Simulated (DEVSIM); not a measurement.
Device: Ni/SiO2/p-Ge capacitor, at 300 K.

| layer (left to right) | material | thickness (nm) | Na (cm⁻³) |
|---|---|---|---|
| 1 | SiO2 | 6.20 | - |
| 2 | Ge | 5000 | 1.4e16 |

Metal gate on the left, work function 5.1 eV. Fixed charge at the semiconductor interface 1.1e12 cm⁻² (in units of +e); interface traps 1e10 cm⁻² eV⁻¹, uniform in energy, neutral level at 0.5 of the gap above the valence band.

Constants are typed, rounded textbook-type inputs, not results; the design itself was drawn at random and stands for no fabricated device. Values at 300 K.

```csv
parameter,SiO2,Ge
gap (eV),9,0.664
affinity (eV),0.9,4
permittivity,3.9,16
Nc (cm⁻³),-,1.04e19
Nv (cm⁻³),-,6e18
```

Simulated with DEVSIM: 1D Poisson equation in equilibrium, Boltzmann statistics, complete ionisation; no quantum confinement or tunnelling. Metal contacts follow the ideal Schottky-Mott rule: no Fermi-level pinning, no interface dipoles.

**Question.** Give the band bending (positive: bands bend down) and minority sheet density.

**Answer.** 
```json
[
 {"Vg (V)": "-0.35", "ψs (V)": "-0.156", "minority carriers (cm⁻²)": "< 1e8"},
 {"Vg (V)": "-0.2", "ψs (V)": "-0.139", "minority carriers (cm⁻²)": "< 1e8"},
 {"Vg (V)": "-0.05", "ψs (V)": "-0.116", "minority carriers (cm⁻²)": "< 1e8"},
 {"Vg (V)": "0.1", "ψs (V)": "-0.079", "minority carriers (cm⁻²)": "< 1e8"},
 {"Vg (V)": "0.25", "ψs (V)": "-0.015", "minority carriers (cm⁻²)": "< 1e8"},
 {"Vg (V)": "0.4", "ψs (V)": "0.088", "minority carriers (cm⁻²)": "< 1e8"},
 {"Vg (V)": "0.55", "ψs (V)": "0.212", "minority carriers (cm⁻²)": "1.5e8"},
 {"Vg (V)": "0.7", "ψs (V)": "0.339", "minority carriers (cm⁻²)": "1.3e10"},
 {"Vg (V)": "0.85", "ψs (V)": "0.422", "minority carriers (cm⁻²)": "2.2e11"},
 {"Vg (V)": "1", "ψs (V)": "0.459", "minority carriers (cm⁻²)": "6.0e11"},
 {"Vg (V)": "1.15", "ψs (V)": "0.481", "minority carriers (cm⁻²)": "1.0e12"},
 {"Vg (V)": "1.3", "ψs (V)": "0.497", "minority carriers (cm⁻²)": "1.5e12"}
]
```
